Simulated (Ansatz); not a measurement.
**What biaxial strain +3.00 %, plane normal [001], relaxed out of plane does to ZnSe**

Take ZnSe in the zinc blende structure (space group F-43m, No. 216; a = 5.666 Å) as the base. Axes: x, y, z lie along the cube axes.

The change: tensile biaxial strain of 3.00 % in the plane normal to [001], as in epitaxy on a mismatched substrate; the out-of-plane cell vector and the atoms relax.

Method: r2SCAN (Ansatz, a program for electronic structure), no SOC. Γ-centred 10×10×10 mesh, Fermi–Dirac width 0.05 eV.

| quantity | base | changed | shift |
|---|---|---|---|
| volume per atom | 22.73 Å³ | 23.25 Å³ | +0.513 Å³ |
| space group | F-43m (No. 216) | I-4m2 (No. 119) | – |
| shortest interatomic distance | 2.453 Å | 2.474 Å | +0.021 Å |
| energy relative to the base (free energy F) | 0 meV/atom | +9.7 meV/atom | +9.7 meV/atom |
| pressure (mean of the normal stresses, compression positive) | -0.01 GPa | -1.48 GPa | -1.47 GPa |
| band gap | 1.87 eV | 1.62 eV | -0.25 eV |
| gap character | direct at Γ | direct at Γ | – |
| electron mass | 0.12 mₑ (at Γ) | 0.12 mₑ (at Γ) | – |
| hole mass | – | 0.13 mₑ out of plane, 0.60 mₑ in plane (at Γ) | – |
| valence-band top at Γ (three highest levels, from the VBM) | 0.00, 0.00, 0.00 eV | 0.00, -0.22, -0.22 eV | – |
| valley order (the lowest conduction-band minima on the path, energy above the VBM, named in the base's zone) | Γ 1.87 eV; L along ⟨111⟩ 3.05 eV; X along ⟨100⟩ 3.34 eV | Γ 1.62 eV; L along [1-1-1] 2.82 eV; X along [001] 3.07 eV | – |
| out-of-plane strain | – | -3.61 % | – |
| ratio −ε⊥/ε∥ | – | 1.20 | – |
| mean in-plane stress (compression positive) | – | -2.2 GPa | – |

Effective masses come from finite differences of ±0.01 Å⁻¹. No phonon test of stability was made. Labels are those of the standard path for the cell's own space group.
